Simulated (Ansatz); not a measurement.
# A computed series for TaC: pressure series

Take TaC in the rock salt structure (space group Fm-3m, No. 225; a = 4.440 Å) as the base.

Cell and atoms are relaxed at each pressure.

Calculations: PBEsol (Ansatz, a program for electronic structure; PAW; 420 eV plane waves; no spin-orbit coupling).

Notes on the quantities. enthalpy: H = E + PV relative to the base's energy.

```csv
case,density,enthalpy
base,14.64 g/cm³,–
pressure −2 GPa,(withheld),-0.14 eV/atom
pressure −1 GPa,(withheld),-0.07 eV/atom
pressure 0.9 GPa,14.68 g/cm³,+0.06 eV/atom
pressure 2.1 GPa,(withheld),+0.14 eV/atom
pressure 4.5 GPa,14.83 g/cm³,+0.31 eV/atom
pressure 9 GPa,15.01 g/cm³,+0.61 eV/atom
pressure 15 GPa,15.24 g/cm³,+1.00 eV/atom
pressure 22.5 GPa,15.52 g/cm³,+1.49 eV/atom
pressure 30 GPa,15.78 g/cm³,+1.97 eV/atom
```

Q: Some entries are withheld; estimate them.

A: 
- pressure −2 GPa, density: 14.56 g/cm³
- pressure −1 GPa, density: 14.60 g/cm³
- pressure 2.1 GPa, density: 14.73 g/cm³

Load acts through the strain it causes; cell and atoms are relaxed under it. No phonon test of stability was made. No other phases were tried under pressure. All final runs are without spin polarisation. An odd electron count without spin: TaC.
